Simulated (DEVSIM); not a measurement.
Device: abrupt InP n-p junction, at 250 K.

```tsv
layer (left to right)	material	thickness (μm)	Nd (cm⁻³)	Na (cm⁻³)	τn (s)	τp (s)
1	InP	25.0	5.7e15	-	1.4e-8	1.4e-8
2	InP	32.0	-	1.3e17	1.4e-8	1.4e-8
```

Left contact: ohmic. Right contact: ohmic. Voltage is applied to the left contact. Recombination: SRH at mid-gap. Mobility is constant in doping.

This is a model device: material constants are rounded textbook-type values typed into the input, and sizes, dopings and lifetimes were drawn at random. Values at 300 K; Nc and Nv go as T^1.5, mobilities as T to minus their exponent, the gap by Varshni's rule with the affinity fixed.

```
parameter              InP
----------------  --------
gap (eV)             1.344
affinity (eV)         4.38
permittivity          12.5
Nc (cm⁻³)           5.7e17
Nv (cm⁻³)           1.1e19
μn (cm²/Vs)           5200
μp (cm²/Vs)            170
T exponent of μn         2
T exponent of μp         2
Varshni α (eV/K)  0.000363
Varshni β (K)          162
```

DEVSIM, 1D drift-diffusion, Boltzmann statistics, complete ionisation; no tunnelling, impact ionisation, image-force lowering or self-heating.

The doping Nd of layer 1 was swept, all else fixed.

| doping Nd of layer 1 (cm^-3) | dark forward voltage at 1 A/cm² (V) | dark forward voltage at 100 A/cm² (V) | largest field in the device at zero bias (V/cm) | potential step across the device at zero bias (V) |
|---|---|---|---|---|
| 1.7e14 | ? | ? | ? | 1.101 |
| 5.7e14 | 1.010 | 1.321 | 20000 | 1.127 |
| 1.7e15 | 1.025 | 1.267 | 26000 | 1.151 |
| 5.7e15 | 1.043 | 1.228 | 43000 | 1.177 |
| 1.7e16 | 1.059 | 1.212 | 71000 | 1.200 |
| 5.7e16 | 1.070 | 1.206 | 120000 | 1.226 |
| 1.7e17 | 1.075 | 1.204 | 160000 | 1.250 |

### Question
Complete the blanks.

### Answer

- 1.7e14, dark forward voltage at 1 A/cm² (V): 1.003
- 1.7e14, dark forward voltage at 100 A/cm² (V): 1.397
- 1.7e14, largest field in the device at zero bias (V/cm): 18000
